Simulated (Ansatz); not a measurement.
## ReB (model structure, started from the rocksalt type, Fm-3m, No. 225, 2 atoms in the cell)

These are LDA (Ansatz, a program for electronic structure, PAW) values and carry that method's errors.

Numerical settings: plane-wave cutoff 520 eV, 20×20×20 k mesh, Fermi–Dirac smearing 0.05 eV, no spin polarisation, scalar-relativistic PAW data made under PBE.

Cell (relaxed at this level):

```cif
data_B4Re4
_chemical_formula_sum 'B4 Re4'
_space_group_name_H-M_alt 'Fm-3m'
_space_group_IT_number 225
_space_group_name_Hall '-F 4 2 3'
_cell_length_a 4.35901
_cell_length_b 4.35901
_cell_length_c 4.35901
_cell_angle_alpha 90.000
_cell_angle_beta 90.000
_cell_angle_gamma 90.000
loop_
_atom_site_label
_atom_site_type_symbol
_atom_site_symmetry_multiplicity
_atom_site_Wyckoff_symbol
_atom_site_fract_x
_atom_site_fract_y
_atom_site_fract_z
_atom_site_occupancy
B1 B 4 a 0.00000 0.00000 0.00000 1
Re1 Re 4 b 0.50000 0.50000 0.50000 1
```
(The calculation used a cell of 2 atoms; values per cell refer to that cell.)

```yaml
bulk modulus B0: 352 GPa
```

Note: the run has no spin polarisation, so it can have missed a magnetic state; the bulk modulus is −V dP/dV from two relaxed cells at ±2 % in volume; the relaxation could raise the start's symmetry but not lower it, so the cell can be a saddle point.

Spin–orbit coupling is not included; it can open a gap where bands touch, and shift volumes and moduli.

Static lattice: no zero-point or thermal effects.

The result took about 50 core-seconds (a rough figure).

A model structure was made by putting elements into a prototype or built by hand; it is no filed structure, need not be a known phase, and can be a saddle point held by its symmetry.
